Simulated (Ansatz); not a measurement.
Levels about the gap of amorphous Si27N40B4 (71 atoms in a cell of 791 Å³, 2.86 g/cm³; zone centre alone, so wide bands show as single levels with stretches between that a denser mesh fills), at the geometry that PBE relaxed, where it gives 0.1 GPa on a denser mesh. The participation number counts the atoms over which a state spreads; weights are charges in smoothed Voronoi cells. The levels come from a single point, so bond lengths are those of that geometry. Method of the levels: r2SCAN, scalar-relativistic without spin-orbit coupling (Ansatz, a program for electronic structure). Sampling: the zone centre alone; Fermi-Dirac width 0.01 eV; collinear spin, started from moments on atoms (the moments died out). At PBE the levels at the filled edge of the gap are localised (band-tail or defect states), and the nearest spread-out levels lie 3.1 eV apart at the zone centre.

Preparation: random packing, a CHGNet melt and quench, and a DFT relaxation. N atoms were pushed apart under 1.9 Å during the dynamics, to hinder bonds among them. The hot cell started wider than the set density and was brought back towards it in steps. It is the lowest in DFT energy of 2 quenches. It is a model cell: composition and starting density were chosen by hand, and all elements were melted together. No dispersion term was used. Its density started from a set value of 2.89 and ended at 2.86 g/cm³. The simulated quench (nominally 300 K/ps over its main leg) is rapid and tends to freeze in more defects than a deposited or slowly cooled glass has. One small periodic cell is one sample of the glass; other quenches scatter about these values. Volume and shape were free in the relaxation.

```csv
"E - E(highest filled), eV",filling,spin,participation number,largest on,weight N,weight Si,weight B
-0.57,filled,dn,13.2,"N, 3 neighbours",0.90,0.08,0.02
-0.49,filled,dn,12.3,"N, 3 neighbours",0.89,0.10,0.01
-0.49,filled,up,12.3,"N, 3 neighbours",0.89,0.10,0.01
-0.42,filled,dn,13.8,"N, 3 neighbours",0.90,0.08,0.01
-0.42,filled,up,13.8,"N, 3 neighbours",0.90,0.08,0.01
0.00,filled,dn,4.9,"N, 3 neighbours",0.89,0.10,0.01
0.00,filled,up,4.9,"N, 3 neighbours",0.89,0.10,0.01
3.18,empty,dn,40.6,"Si, 4 neighbours",0.50,0.47,0.03
3.18,empty,up,40.6,"Si, 4 neighbours",0.50,0.47,0.03
3.50,empty,dn,12.9,"B, 3 neighbours",0.37,0.39,0.24
3.50,empty,up,12.9,"B, 3 neighbours",0.37,0.39,0.24
3.62,empty,dn,11.5,"Si, 3 neighbours",0.39,0.54,0.07
3.62,empty,up,11.5,"Si, 3 neighbours",0.39,0.54,0.07
3.82,empty,dn,28.7,"B, 3 neighbours",0.41,0.42,0.17
```

Most localised among these is the filled level at +0.00 eV, on a N atom, which has 3 neighbours (Si 1.78 Å, Si 1.78 Å, Si 1.96 Å).
